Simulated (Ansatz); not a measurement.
**zinc-blende GaAs (1 1 1) on 4H silicon carbide (0 0 1) (film strained to the substrate, started from cuts of the bulks and a machine-learned relaxation; metallic at this level, with no gap by band count; slabs Si56C56 and As16Ga16, which can lie off the formulas)**

A periodic stack without vacuum, zinc-blende GaAs (1 1 1) on 4H silicon carbide (0 0 1) (film strained to the substrate, started from cuts of the bulks and a machine-learned relaxation; metallic at this level, with no gap by band count; slabs Si56C56 and As16Ga16, which can lie off the formulas): substrate slab Si56C56, film As16Ga16, surface cells [[-3, -1], [-2, -3]] and [[-2, 2], [-2, 0]], film strained by +0.7 and +0.7 %, outermost planes Si/C and As/Ga as cut, which need not be the usual terminations and can put a slab off its formula.

The start was prepared with a machine-learned potential, and the result is one local minimum, with the in-plane cell held and forces under 0.04 eV/Å; the film can end far from its bulk form.

All values below come from PBE (plane waves to 420 eV, PAW; Ansatz, a quantum-chemistry and plane-wave program). Scalar-relativistic, without spin–orbit coupling; PBE gaps are too small against experiment. Its k-point mesh 3×3×1, Fermi–Dirac width 0.05 eV.

- interface area: 58.0 Å²
- period: 34.13 Å
- heights between the nearest atoms of the two slabs at the two interfaces: 0.73 and 1.24 Å
- As–C contacts across the interfaces within 1.22 times the sum of covalent radii: 12, mean 2.03 Å
- Ga–Si contacts across the interfaces within 1.22 times the sum of covalent radii: 11, mean 2.42 Å
- two interfaces: unlike, so that offsets are their mean
- spin-polarised check at this geometry: falls back to no moment
- slope of the mean potential energy in the substrate: +3.1 MV/cm × e

```
CELL_PARAMETERS angstrom
      8.18593    -0.00031    -0.06490
      4.09273     7.08901    -0.09605
     -0.52605    -2.59958    34.15974
ATOMIC_POSITIONS crystal
  Si 0.85059 0.75327 0.01540
  Si 0.39423 0.79553 0.01434
  Si 0.77097 0.34367 0.01985
  Si 0.34677 0.52499 0.01662
  Si 0.57176 0.17671 0.01857
  Si 0.08103 0.28912 0.01609
  Si 0.93067 0.99397 0.01878
  Si 0.83495 0.75585 0.16436
  Si 0.40669 0.89942 0.16403
  Si 0.69219 0.47226 0.16479
  Si 0.26231 0.61467 0.16462
  Si 0.54804 0.18484 0.16473
  Si 0.12207 0.32777 0.16425
  Si 0.97815 0.04208 0.16495
  Si 0.65316 0.67766 0.08869
  Si 0.22207 0.82112 0.08996
  Si 0.50915 0.39514 0.09234
  Si 0.08164 0.53555 0.08882
  Si 0.36648 0.10617 0.08827
  Si 0.94034 0.24969 0.09197
  Si 0.79317 0.96620 0.09166
  Si 0.87509 0.54863 0.23880
  Si 0.44563 0.69233 0.23871
  Si 0.73142 0.26349 0.23874
  Si 0.30294 0.40643 0.23883
  Si 0.58888 0.97717 0.23870
  Si 0.16071 0.12048 0.23867
  Si 0.01700 0.83470 0.23891
  C  0.84361 0.72205 0.07040
  C  0.41551 0.85805 0.06935
  C  0.70324 0.43048 0.07335
  C  0.27671 0.57393 0.07161
  C  0.55851 0.15156 0.07290
  C  0.13031 0.28907 0.07124
  C  0.98473 0.00672 0.07323
  C  0.82911 0.77866 0.21998
  C  0.40056 0.92216 0.21974
  C  0.68603 0.49451 0.22021
  C  0.25665 0.63720 0.22012
  C  0.54261 0.20790 0.22018
  C  0.11551 0.35086 0.21988
  C  0.97199 0.06495 0.22032
  C  0.64641 0.70172 0.14508
  C  0.21777 0.84439 0.14580
  C  0.50328 0.41672 0.14729
  C  0.07499 0.55864 0.14517
  C  0.36110 0.12840 0.14488
  C  0.93277 0.27303 0.14709
  C  0.78873 0.98752 0.14688
  C  0.86881 0.57142 0.29451
  C  0.43978 0.71498 0.29443
  C  0.72554 0.28624 0.29447
  C  0.29688 0.42920 0.29446
  C  0.58293 0.00031 0.29441
  C  0.15452 0.14335 0.29440
  C  0.01118 0.85748 0.29460
  Si 0.81872 0.81716 0.31298
  Si 0.39049 0.96055 0.31293
  Si 0.67585 0.53191 0.31299
  Si 0.24767 0.67450 0.31298
  Si 0.53279 0.24645 0.31291
  Si 0.10482 0.38890 0.31307
  Si 0.96199 0.10326 0.31294
  Si 0.79989 0.88036 0.46067
  Si 0.37248 0.02319 0.46246
  Si 0.66152 0.59325 0.46249
  Si 0.23179 0.73510 0.46204
  Si 0.51879 0.30690 0.46178
  Si 0.08889 0.45131 0.46100
  Si 0.94763 0.15871 0.45959
  Si 0.61935 0.80045 0.38739
  Si 0.19346 0.94194 0.38703
  Si 0.47789 0.51475 0.38755
  Si 0.04899 0.65815 0.38715
  Si 0.33515 0.22874 0.38737
  Si 0.90580 0.37217 0.38725
  Si 0.76236 0.08610 0.38668
  Si 0.84707 0.67694 0.53568
  Si 0.41071 0.81514 0.53739
  Si 0.71254 0.37531 0.53443
  Si 0.27415 0.52260 0.53668
  Si 0.55082 0.10648 0.53697
  Si 0.11033 0.25143 0.53386
  Si 0.98021 0.94905 0.53510
  C  0.81235 0.83990 0.36845
  C  0.38456 0.98341 0.36841
  C  0.66978 0.55466 0.36857
  C  0.24216 0.69684 0.36847
  C  0.52653 0.26959 0.36841
  C  0.09879 0.41181 0.36867
  C  0.95627 0.12574 0.36848
  C  0.78849 0.90591 0.51551
  C  0.36145 0.05002 0.51922
  C  0.65707 0.61672 0.51917
  C  0.22552 0.75557 0.51822
  C  0.51452 0.33068 0.51781
  C  0.08362 0.47529 0.51600
  C  0.94324 0.17400 0.51373
  C  0.61215 0.82382 0.44325
  C  0.18889 0.96317 0.44255
  C  0.47258 0.53776 0.44365
  C  0.04226 0.68216 0.44279
  C  0.32949 0.25200 0.44327
  C  0.90041 0.39430 0.44300
  C  0.75576 0.10893 0.44189
  C  0.87381 0.76216 0.59035
  C  0.39873 0.83957 0.59142
  C  0.81098 0.34036 0.58571
  C  0.26418 0.53068 0.59182
  C  0.53817 0.14741 0.59228
  C  0.97907 0.34642 0.58351
  C  0.95199 0.90326 0.59068
  As 0.57765 0.91246 0.61361
  As 0.22332 0.77832 0.61454
  As 0.73690 0.18946 0.61542
  As 0.05817 0.51222 0.61465
  As 0.32372 0.53097 0.71209
  As 0.78390 0.55137 0.70869
  As 0.28306 0.07413 0.70819
  As 0.82405 0.01465 0.71310
  As 0.95609 0.25105 0.80716
  As 0.46487 0.24112 0.80938
  As 0.96299 0.73919 0.80962
  As 0.45238 0.75611 0.80405
  As 0.61447 0.93931 0.90627
  As 0.11985 0.95434 0.90386
  As 0.60886 0.45931 0.90041
  As 0.11573 0.45014 0.90678
  Ga 0.66127 0.32963 0.68750
  Ga 0.11517 0.41288 0.68608
  Ga 0.61972 0.88367 0.68708
  Ga 0.16451 0.85243 0.68839
  Ga 0.28760 0.08408 0.78166
  Ga 0.80312 0.06020 0.78589
  Ga 0.30006 0.56447 0.78535
  Ga 0.78972 0.57377 0.78251
  Ga 0.95468 0.77118 0.88310
  Ga 0.44782 0.78036 0.87575
  Ga 0.95004 0.27854 0.88008
  Ga 0.45058 0.26699 0.88321
  Ga 0.64140 0.54327 0.96916
  Ga 0.11457 0.50162 0.97805
  Ga 0.56494 0.92390 0.97701
  Ga 0.14520 0.00778 0.97483
```
